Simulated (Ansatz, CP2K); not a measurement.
A CP2K input for a self-consistent single point of P (Cmce, 4 atoms in the cell) (DFT PBE, GPW, DZVP-MOLOPT-SR-GTH basis, GTH-PBE potentials (GTH_POTENTIALS)):

```
&GLOBAL
  PROJECT run
  RUN_TYPE ENERGY_FORCE
  PRINT_LEVEL LOW
&END GLOBAL
&FORCE_EVAL
  METHOD Quickstep
  STRESS_TENSOR ANALYTICAL
  &DFT
    BASIS_SET_FILE_NAME BASIS_MOLOPT
    POTENTIAL_FILE_NAME GTH_POTENTIALS
    &QS
      METHOD GPW
      EPS_DEFAULT 1E-10
    &END QS
    &MGRID
      CUTOFF 400
      REL_CUTOFF 50
      NGRIDS 5
    &END MGRID
    &SCF
      SCF_GUESS ATOMIC
      EPS_SCF 1E-6
      MAX_SCF 100
      ADDED_MOS 5
      &DIAGONALIZATION
        ALGORITHM STANDARD
      &END DIAGONALIZATION
      &MIXING
        METHOD BROYDEN_MIXING
        ALPHA 0.3
        NBUFFER 8
      &END MIXING
      &SMEAR ON
        METHOD GAUSSIAN
        SIGMA [eV] 0.136
      &END SMEAR
    &END SCF
    &KPOINTS
      SCHEME MONKHORST-PACK 8 8 6
      GAMMA_CENTERED T
    &END KPOINTS
    &XC
      &XC_FUNCTIONAL PBE
      &END XC_FUNCTIONAL
    &END XC
    &PRINT
      &MO
        EIGENVALUES T
        OCCUPATION_NUMBERS T
        NDIGITS 8
        FILENAME mo
        &EACH
          QS_SCF 0
        &END EACH
        ADD_LAST NUMERIC
      &END MO
      &MULLIKEN OFF
      &END MULLIKEN
    &END PRINT
  &END DFT
  &SUBSYS
    &CELL
      A 5.59331900 0.00000000 0.00000000
      B -4.66112800 3.09178100 0.00000000
      C 0.00000000 0.00000000 4.45232200
      PERIODIC XYZ
    &END CELL
    &COORD
      P       -0.51689579     1.84226863     4.05686676
      P        1.44908679     1.24951237     0.39545524
      P       -3.67813671     2.79540287     1.83070576
      P        4.61032771     0.29637813     2.62161624
    &END COORD
    &KIND P
      BASIS_SET DZVP-MOLOPT-SR-GTH
      POTENTIAL GTH-PBE-q5
    &END KIND
  &END SUBSYS
  &PRINT
    &FORCES ON
    &END FORCES
    &STRESS_TENSOR ON
    &END STRESS_TENSOR
  &END PRINT
&END FORCE_EVAL
```

Translate this input to Ansatz (a quantum-chemistry and plane-wave program).

This is the input that was run; spellings and numerical settings could be chosen otherwise.

Ansatz 0.2 input:
```yaml
crystal:
  lattice:
    - [1.614628, -5.355203, 0.000000]
    - [1.614628, 5.355203, 0.000000]
    - [0.000000, 0.000000, 4.452322]
  atoms:
    - { symbol: P, position_ang: [1.614628, 1.026700, 4.056867] }
    - { symbol: P, position_ang: [1.614628, -1.026700, 0.395455] }
    - { symbol: P, position_ang: [1.614628, 4.328503, 1.830706] }
    - { symbol: P, position_ang: [1.614628, -4.328503, 2.621616] }
kpoints:
  mp_grid: { grid: [8, 8, 6] }
hamiltonian:
  xc: pbe
  pseudopotentials: { kind: paw }
scf:
  occupations: { method: gaussian, width: 0.136 }
output:
  forces: true
  eigenvalues: true
  stress: true
```

Basis settings and potentials, where a program has them, do not carry over. This input uses DFT, PBE, plane waves, default PAW files.

The starting cell comes from a database of computed structures (which also holds hypothetical and non-ambient phases and stackings), without a prior relaxation at this level. Its lattice was rescaled by a random factor within 2.5 % of one. For this run, on top of that: lattice scaled by 0.98.
